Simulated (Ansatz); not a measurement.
The reference is PbZrO3 in the cubic perovskite structure (space group Pm-3m, No. 221; a = 4.1413 Å; a cell from a computed database, its experimental status unchecked). Axes: x, y, z lie along the cube axes.

Perturbation: biaxial strain −0.42 %, plane normal [001], relaxed out of plane (Cartesian); in-plane vectors clamped, the third vector and the atoms free.

Levels (all Ansatz, a first-principles code, PAW): PBEsol (420 eV, scalar-relativistic without spin-orbit coupling); r2SCAN (500 eV, scalar-relativistic without spin-orbit coupling); HSE06 (420 eV, no spin-orbit coupling).

At the geometry relaxed with PBEsol, these levels gave the following band gaps, in shuffled order: (a) 2.33 eV, (b) 2.87 eV, (c) 3.46 eV.

Question: Match each gap to its level.

Answer: (a) PBEsol; (b) r2SCAN; (c) HSE06.

Single points use the geometry relaxed with PBEsol. HSE06 gaps are upper bounds (no full band path). With Pb present, leaving out spin-orbit coupling can change the band edges. Stability against distortions was not tested. Many cubic perovskites are stable only at high temperature; tilts and polar distortions were not tested.
